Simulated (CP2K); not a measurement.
A self-consistent single point of a (001) slab of Al (cut from a parent of space group no. 225; 4 atoms in the cell) with CP2K.

Method of the run: PBEsol, GPW, DZVP-MOLOPT-SR-GTH basis, GTH-PBE potentials (GTH_POTENTIALS) (CP2K 2026.2).

The change in words: vacuum of 6 angstrom (first run: 14 Å); SURFACE_DIPOLE_CORRECTION: default → T. Reference geometry:
```
CELL_PARAMETERS angstrom
      2.87237     0.00000     0.00000
     -2.87237     2.87237     0.00000
      0.00000     0.00000    20.09331
ATOMIC_POSITIONS crystal
  Al 0.00000 0.00000 0.44946
  Al 0.00000 0.50000 0.34837
  Al 0.00000 0.00000 0.65163
  Al 0.00000 0.50000 0.55054
```

Reference input (self-consistent single point, DFT PBEsol, GPW, DZVP-MOLOPT-SR-GTH basis, GTH-PBE potentials (GTH_POTENTIALS)): CUTOFF = 400 Ry; REL_CUTOFF = 50 Ry; SMEAR/METHOD = GAUSSIAN; SIGMA = 0.1 eV; KPOINTS/SCHEME = MONKHORST-PACK 7 7 1; XC_FUNCTIONAL = PBE:PBESOL; Al/BASIS_SET = DZVP-MOLOPT-SR-GTH; Al/POTENTIAL = GTH-PBE-q3; METHOD = GPW; EPS_DEFAULT = 1e-10; NGRIDS = 4; SCF_GUESS = ATOMIC. This run's input differs from it in these lines:

```diff
@@ -11,2 +11,4 @@
     POTENTIAL_FILE_NAME GTH_POTENTIALS
+    SURFACE_DIPOLE_CORRECTION T
+    SURF_DIP_DIR Z
     &QS
@@ -67,3 +69,3 @@
       B -2.87237400 2.87237400 0.00000000
-      C 0.00000000 0.00000000 20.09331000
+      C 0.00000000 0.00000000 12.09329600
       PERIODIC XYZ
@@ -72,6 +74,6 @@
       SCALED
-      Al       0.00000000     0.00000000     0.44945800
-      Al       0.00000000     0.50000000     0.34837500
-      Al       0.00000000     0.00000000     0.65162500
-      Al       0.00000000     0.50000000     0.55054200
+      Al       0.00000000     0.00000000     0.41602300
+      Al       0.00000000     0.50000000     0.24807100
+      Al       0.00000000     0.00000000     0.75192900
+      Al       0.00000000     0.50000000     0.58397700
     &END COORD
```

Log, with long lists cut:

```
 SCF WAVEFUNCTION OPTIMIZATION

  Step     Update method      Time    Convergence         Total energy    Change

 *******************************************************************************
 *   ___                                                                       *
 *  /   \                                                                      *
 * [ABORT]                                                                     *
 *  \___/       Dipole correction needs more vacuum space above the surface    *
 *    |                                                                        *
   [... lines left out ...]
 * / \                                                    surface_dipole.F:207 *
 *******************************************************************************

 ===== Routine Calling Stack =====

            9 calc_dipsurf_potential
            8 qs_ks_build_kohn_sham_matrix
            7 rebuild_ks_matrix
            6 qs_ks_update_qs_env
            5 scf_env_do_scf_inner_loop
            4 scf_env_do_scf
            3 qs_energies
            2 qs_forces
            1 CP2K
Abort(1) on node 0 (rank 0 in comm 0): application called MPI_Abort(MPI_COMM_WORLD, 1) - process 0
```

The program stopped with an error. 

The starting cell has typed, rounded lattice constants, without a prior relaxation at this level. The slab is cut from that crystal, and its faces are unrelaxed. Its lattice was rescaled by up to half a per cent. Values carry the incompleteness of an atom-centred basis. The potentials were made for another functional than the one used.
